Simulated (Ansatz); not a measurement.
Reference: GaAs (F-43m), PBEsol with spin-orbit coupling, rigid bands (plane waves, PAW; Ansatz, an electronic-structure program); axes and stresses refer to this cell.

```xyz
2
Lattice="0.0000 2.8296 2.8296 2.8296 0.0000 2.8296 2.8296 2.8296 0.0000" Properties=species:S:1:pos:R:3 pbc="T T T"
Ga     0.0000     0.0000     0.0000
As     1.4148     1.4148     1.4148
```

* **band gap**: 0.32 eV
* **Seebeck coefficient, p-type 1e19 cm⁻³**: 241 μV/K
* **hole conductivity mass**: 0.41 mₑ

**Question.** Change: biaxial stress xx = yy = 2 GPa (compression positive). What happens to band gap, Seebeck coefficient, p-type 1e19 cm⁻³, hole conductivity mass?

**Answer.** band gap goes up to 0.38 eV; Seebeck coefficient, p-type 1e19 cm⁻³ shrinks to 212 μV/K; hole conductivity mass decreases to 0.30 mₑ.

**Question.** Change: hydrostatic pressure 5 GPa. What happens to band gap, Seebeck coefficient, p-type 1e19 cm⁻³, hole conductivity mass?

**Answer.** band gap goes up to 0.78 eV; Seebeck coefficient, p-type 1e19 cm⁻³ moves little, to 235 μV/K; hole conductivity mass shrinks to 0.37 mₑ.

**Question.** Change: uniaxial stress along [111] of 2 GPa (compression positive). What happens to band gap, Seebeck coefficient, p-type 1e19 cm⁻³, hole conductivity mass?

**Answer.** band gap moves little, to 0.32 eV; Seebeck coefficient, p-type 1e19 cm⁻³ decreases to 202 μV/K; hole conductivity mass decreases to 0.25 mₑ.

Masses are for dilute carriers at 300 K, harmonic means over directions unless an axis is named. Seebeck coefficients are for the stated density at 300 K, with one relaxation time for all states and whether or not that doping can be reached. Stresses and pressures are the targets of the relaxation.  The structure type is held under load, also where the real crystal would transform.
